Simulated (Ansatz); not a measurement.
Take Sc in the hcp (Mg type) structure (space group P6_3/mmc, No. 194; a = 3.3194 Å, c = 5.1664 Å) as the base.

Method: PBE (Ansatz, a quantum-chemistry and plane-wave program, PAW, no SOC).

Before the change:

```
Property           Result
---------------  --------
Volume per atom  24.65 Å³
```

Now apply this change: cell and atoms relaxed at a pressure of 15 GPa.

Question: What does the calculation give for the volume per atom after the change?

Answer: The volume per atom decreases by 4.47 Å³ to 20.18 Å³.

Load acts through the strain it causes; cell and atoms are relaxed under it. Whether these cells are dynamically stable was not tested. No other phases were tried under pressure. The final runs are not spin-polarised.
